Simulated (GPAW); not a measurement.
**Equation of state of WC-type WC (space group 187): energy against volume (GPAW, PBE)**

```yaml
crystal:
  lattice:
    - [2.85826, 0.00000, 0.00000]
    - [-1.42913, 2.47532, 0.00000]
    - [0.00000, 0.00000, 2.78950]
  atoms:
    - { symbol: W, position: [0.00000, 0.00000, 0.00000] }
    - { symbol: C, position: [0.33333, 0.66667, 0.50000] }
```

Level of theory: PBE, GPAW PAW datasets PBE (gpaw-data 1.0.1) (plane waves; GPAW). Settings: mode = pw; ecut = 1040 eV; xc = PBE; kpts = 23 23 20; mesh shift (steps) = 0 0 0; occupations.name = fermi-dirac; occupations.width = 0.05 eV; nbands = -10; symmetry.symmorphic = false; symmetry.tolerance = 0.0005; maxiter = 120. The cell above is the first row's. The rows scale it uniformly. In all rows fractional positions and the k mesh are held. E is the free energy at the stated smearing, counted from the lowest row.

| V (Å^3/atom) | E (meV/atom) |
|---|---|
| 9.868 | ? |
| 10.083 | 23.94 |
| 10.297 | 6.04 |
| 10.512 | 0.00 |
| 10.726 | 4.61 |
| 10.941 | 18.78 |
| 11.155 | 41.55 |
| 11.370 | 72.02 |
| 11.584 | 109.41 |

Question: Fit E against V with the third-order Birch-Murnaghan form, a cubic in V^(-2/3), and predict the withheld value at V = 9.868.

Answer: With u = V^(-2/3) - 0.204, the rows have u = 0.010260, 0.007281, 0.004390, 0.001609, -0.001094, -0.003697, -0.006230, -0.008674. Least squares gives E = 11.899 - 5595.15·u + 654849·u² + 468137·u³. Residuals (row less fit): 0.007, -0.017, 0.004, 0.016, -0.023, 0.039, -0.040, 0.014; standard error 0.034 (degrees of freedom: 4). Its minimum lies at u = 0.004253, so V0 = (0.208253)^(-3/2) = 10.52. There d²E/du² = 1322000 and d³E/du³ = 2809000, so B0 = (4/9) × 10.52^(-7/3) × 1322000 × 0.160218 = 388 GPa (the last factor turns the table's units into GPa), and B0' = 4 + (2/3) × 0.208253 × (2809000)/1322000 = 4.3. The program's pressures in the fitted runs (not shown) pass through zero at V = 10.52, 0.03 % from this V0. At the withheld row, u = 0.013360, so E = 11.899 - 5595.15 × 0.013360 + 654849 × 0.013360² + 468137 × 0.013360³ = 55.148 meV/atom. The calculation gives 55.02 meV/atom, 0.128 meV/atom below the prediction (0.1 % of the range of E in the table). The row lies outside the fitted rows, so this is an extrapolation. From the scatter of the fitted rows alone, a prediction at this place has a standard error of 0.099 meV/atom, so the miss is 1.3 times that.

Carrying the step between the two nearest rows on in a straight line would have given 41.92, off by 13.10; series whose last step already gives the withheld value aren't shown. The scan was laid around a cell of about the measured size, scaled by a guess for this functional; axis ratios and inner coordinates come from that cell. The runs keep the symmetry of the cell, so they don't test it for distortions. Spin polarisation is off. Spin-orbit coupling is off. The shape of the cell and the inner coordinates aren't relaxed, so V0 and B0 belong to this uniform scaling; a relaxed crystal lies no higher in energy and is usually softer. Cutoffs and mesh are single choices, not tested for convergence of this quantity. Series with a scatter that would blur these digits, or in which a gap closes, are not shown. Nor are scans whose minimum lies at an end fitted in this form.
